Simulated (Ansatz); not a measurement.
Co on the 1x1 (110) surface of zinc-blende InP (cut with top plane In + P), one in a 2x1 cell, energies for each (50.2 Å²). Energies are against an atom of hcp Co, ferromagnetic, without zero-point or thermal terms; each row is named by its start.

Host crystal: zinc-blende InP, with a band gap (PBE, scalar-relativistic without spin-orbit coupling).

The numbers are results of PBE (plane waves to 420 eV, PAW; Ansatz, an electronic-structure program), not measurements.

Slab: 21 atoms, 8.9 Å thick at the start under the adsorbate (thin: gaps and levels are the slab's own); k 3x4x1, smearing 0.01 eV, dipole-corrected; 8 atoms held, the rest relaxed; each run with such symmetry as its start has; spin-polarised, no spin-orbit, no U, no dispersion correction.

A negative adsorption energy means that the adsorbate is more stable on the surface than in its reference. Starts that drift may end in the same place. Heights count from the host atoms within 0.3 Å of the top one. Moments of ungapped slabs depend on the mesh.

```json
[
 {"starting site": "top P (the adsorbate ended below the top plane of the host)", "E_ads (eV)": "1.83", "height (Å)": "-1.00", "nearest host atom (Å)": "P 2.29", "bonded to": "3 In + 3 P", "change of the vacuum step (eV)": "-0.01", "lateral drift (Å)": "2.9", "moment (μB)": "1.2"},
 {"starting site": "top In", "E_ads (eV)": "2.23", "height (Å)": "0.61", "nearest host atom (Å)": "P 2.15", "bonded to": "In + 2 P", "change of the vacuum step (eV)": "-0.12", "lateral drift (Å)": "1.4", "moment (μB)": "1.3"},
 {"starting site": "hollow In-In-P-P (the adsorbate ended below the top plane of the host)", "E_ads (eV)": "1.83", "height (Å)": "-1.00", "nearest host atom (Å)": "P 2.29", "bonded to": "3 In + 3 P", "change of the vacuum step (eV)": "-0.01", "lateral drift (Å)": "0.1", "moment (μB)": "1.2"},
 {"starting site": "hollow beside P", "E_ads (eV)": "2.67", "height (Å)": "0.54", "nearest host atom (Å)": "P 2.03", "bonded to": "2 In + P", "change of the vacuum step (eV)": "-0.23", "lateral drift (Å)": "0.3", "moment (μB)": "1.0"},
 {"starting site": "bridge In-P (span 5.2 Å) (the adsorbate ended below the top plane of the host)", "E_ads (eV)": "1.41", "height (Å)": "-0.69", "nearest host atom (Å)": "P 2.16", "bonded to": "3 In + 3 P", "change of the vacuum step (eV)": "-0.14", "lateral drift (Å)": "1.3", "moment (μB)": "1.0"}
]
```
